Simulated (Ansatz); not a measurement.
The starting structures come from a database of crystals and need not be the phases stable at ambient conditions.

Inside the gap of an insulator the Bloch states are evanescent, with a wavenumber k + iκ along the transport direction.

Given:

```yaml
crystal:
  lattice:
    - [7.85795, 0.00000, 0.00000]
    - [0.00000, 10.10332, 0.00000]
    - [0.00000, 5.05166, 2.91658]
  atoms:
    - { symbol: Sc, position: [0.00000, 0.00000, 0.00000] }
    - { symbol: Tl, position: [0.50000, 0.00000, 0.00000] }
    - { symbol: Mo, position: [0.76791, 0.33333, 0.00000] }
    - { symbol: Mo, position: [0.23209, 0.66667, 0.00000] }
    - { symbol: O, position: [0.84040, 0.16570, 0.00000] }
    - { symbol: O, position: [0.15960, 0.83430, 0.00000] }
    - { symbol: O, position: [0.84040, 0.16570, 0.50290] }
    - { symbol: O, position: [0.15960, 0.83430, 0.49710] }
    - { symbol: O, position: [0.84040, 0.66860, 0.49710] }
    - { symbol: O, position: [0.15960, 0.33140, 0.50290] }
    - { symbol: O, position: [0.45284, 0.66667, 0.00000] }
    - { symbol: O, position: [0.54716, 0.33333, 0.00000] }
```

Space group of this cell: P-3m1. The cell was relaxed by PBE-D3(BJ); by r2SCAN its mean pressure is -2.1 GPa.

Transport runs along the normal of the first two printed cell vectors, the (110) plane of the conventional cell.

The gap is the functional's own, uncorrected, and κ follows it; spin-orbit coupling is left out. Mid-gap values are interpolated between the computed energies.

### Question
Compute, with r2SCAN (Ansatz, a program for electronic structure), the band gap and the smallest decay constant κ at mid-gap.

### Answer
Gap 4.05 eV on a 4×10×10 mesh; κ = 0.434 1/Å, at the zone centre.
